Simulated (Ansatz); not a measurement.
# Fermi-surface data of WSi₂ under load (space group I4/mmm)

Given:

```yaml
crystal:
  lattice:
    - [-1.58931, 1.58931, 3.88569]
    - [1.58931, -1.58931, 3.88569]
    - [1.58931, 1.58931, -3.88569]
  atoms:
    - { symbol: Si, position: [0.33411, 0.33411, 0.00000] }
    - { symbol: Si, position: [0.66589, 0.66589, 0.00000] }
    - { symbol: W, position: [0.00000, 0.00000, 0.00000] }
```

Method: PBEsol, rigid bands (plane waves, PAW, scalar-relativistic; Ansatz, an electronic-structure program). Condition of this run: hydrostatic pressure 5 GPa (the target of the relaxation). How the cell was made: cell and atoms relaxed with PBEsol, then loaded as said.

The density of states at the Fermi level comes out as 0.223 states/(eV·cell), both spins, the bare Sommerfeld coefficient is 0.176 mJ/(mol of atoms·K²) and the drude plasma energy is 2.7 (x), 2.7 (y), 3.2 (z) eV. The root-mean-square Fermi velocity is 7.5e5 m/s and the resistivity times τ comes out as 66 (x), 66 (y), 49 (z) ×10⁻²² Ω·m·s.

A metal at this level (no band gap); rigid bands, thermally averaged at 300 K, both spins. Spin-orbit coupling is left out, which matters with elements this heavy. τ is one relaxation time for all states.
